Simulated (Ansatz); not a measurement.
Adsorption energy and surface dipole of O on the 1x1 (111) surface of fcc Rh, one in a 2x1 cell, started at the site 'bridge Rh-Rh (span 2.7 Å)', worked from the runs' numbers; total energies count from the potentials' own zero.

Method: PBE (plane waves to 420 eV, PAW; Ansatz, a program for electronic structure).

Slab: 9 atoms, 6.5 Å thick at the start under the adsorbate (thin: gaps and levels are the slab's own); k 6x12x1, smearing 0.1 eV, dipole-corrected; 4 atoms held, the rest relaxed; symmetry of the start imposed; no spin, no spin-orbit, no U, no dispersion correction. At the end it is bonded to 3 Rh. In PBE it is, or lies within 0.03 eV of, the lowest of the starts that converged.

```
quantity                                                            value
----------------------------------------------------------  -------------
slab with the adsorbate                                     -51786.589 eV
clean slab, same cell and mesh                              -51219.846 eV
reference, ½ O2(g)                                            -564.968 eV
area of the cell                                                 12.70 Å²
change of the step from the bottom to the top vacuum level       1.000 eV
```

Task: What is the adsorption energy against this reference?

Result: E(slab + adsorbate) − E(slab) − E(reference) = -1.77 eV, so in this state the adsorbate is more stable than in the reference, at a coverage of 7.87 a nm².

Task: What dipole does adsorption add to the slab along the outward normal (Helmholtz relation, ε₀ = 0.005526 e/(V·Å))?

Result: p = −ε₀·A·ΔV = -0.070 e·Å = -0.34 D; its negative end points to the vacuum, which raises the vacuum level.
